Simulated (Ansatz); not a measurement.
The starting structures come from a database of crystals and need not be the phases stable at ambient conditions.

By PBEsol, the system below comes out a metal.

The ballistic (Sharvin) conductance counts the channels at the Fermi level: G/A = (e²/h) × channels of both spins per area.

Input:

```
Ir3Nb
1.0
    4.46542     0.00000     0.00000
    0.00000     5.56532     0.00000
    0.00000    -2.78266     4.81971
Nb Ir
2 6
Direct
  0.25000   0.66667   0.33333
  0.75000   0.33333   0.66667
  0.75000   0.32729   0.16365
  0.25000   0.67271   0.83635
  0.25000   0.16364   0.83635
  0.75000   0.83636   0.16365
  0.75000   0.83636   0.67271
  0.25000   0.16365   0.32729
```

Space group of this cell: P6_3/mmc. The cell is taken as given; by PBEsol its mean pressure is -7.7 GPa.

The current flows along the normal of the first two printed cell vectors, the (100) plane of the conventional cell. No spin-orbit coupling; the value is a mean over 0.1 eV about the Fermi level.

Q: Give the ballistic conductance per area that PBEsol run with Ansatz (an electronic-structure program) yields.

A: 0.52 × 10¹⁵ S/m² for both spins.
